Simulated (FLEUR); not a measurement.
**How far to go with the basis cutoff: Cs (Im-3m, 1 atom in the cell)**

```
CELL_PARAMETERS angstrom
     -3.03475     3.03475     3.03475
      3.03475    -3.03475     3.03475
      3.03475     3.03475    -3.03475
ATOMIC_POSITIONS crystal
  Cs 0.00000 0.00000 0.00000
```

Method: PBEsol, all-electron FLAPW (FLEUR), scalar-relativistic valence in FLEUR.

Base settings: Kmax = 3.8 1/bohr; GmaxXC = 15.2 1/bohr; xcFunctional = PBEs; jspins = 1; l_soc = F; mode = hist; fermiSmearingEnergy = 0.00367493 Htr; mesh (inpgen div1-3) = 3 3 3; inpgen gamma flag = false; Gmax = 15.2 1/bohr.

Moved along: Gmax, GmaxXC.

The second cell is the first with its lattice scaled by 0.98.

The mesh stays at the base's, so the ladder's end is converged at best in this setting alone.

Only quantities that move along the ladder and can be compared are tabulated.

The starting cell has typed, rounded lattice constants, without a prior relaxation at this level. Its lattice was rescaled by up to half a per cent. Values depend on the basis (sphere radii, cutoffs, local orbitals), which need not be converged.

Steps (Kmax): 2.25 1/bohr; 2.4 1/bohr; 2.55 1/bohr; 2.69 1/bohr; 2.82 1/bohr; 2.94 1/bohr; 3.18 1/bohr; 3.4 1/bohr; 3.6 1/bohr; 3.8 1/bohr; 3.99 1/bohr; 4.16 1/bohr; 4.42 1/bohr; 4.65 1/bohr; 5.03 1/bohr.

### Question
What is the coarsest Kmax that holds the free energy within 5 meV/atom of the last step, with all finer ones?

### Answer
3.18 1/bohr; the step before is off by 12 meV/atom.

### Question
What is the coarsest Kmax that holds the energy of the compressed cell less the first within 1 meV/atom of the last step, with all finer ones?

### Answer
2.94 1/bohr; the step before is off by 2.7 meV/atom.

```tsv
Kmax	free energy less the last step's (meV/atom)	energy of the compressed cell less the first (meV/atom)
2.25 1/bohr	405.98	46.61
2.4 1/bohr	195.48	6.79
2.55 1/bohr	90.69	-8.31
2.69 1/bohr	43.19	-5.10
2.82 1/bohr	20.23	-0.41
2.94 1/bohr	11.57	-3.79
3.18 1/bohr	3.15	-3.30
3.4 1/bohr	0.96	-3.13
3.6 1/bohr	0.35	-3.13
3.8 1/bohr	0.12	-3.15
3.99 1/bohr	0.04	-3.15
4.16 1/bohr	0.01	-3.15
4.42 1/bohr	0.00	-3.15
4.65 1/bohr	0.00	-3.15
5.03 1/bohr	0.00	-3.15
```

The energy difference between the two cells stays within 1 meV/atom of the last step's from 2.94 1/bohr on, the total only from 3.4 1/bohr on: much of the error is common to both cells and cancels.
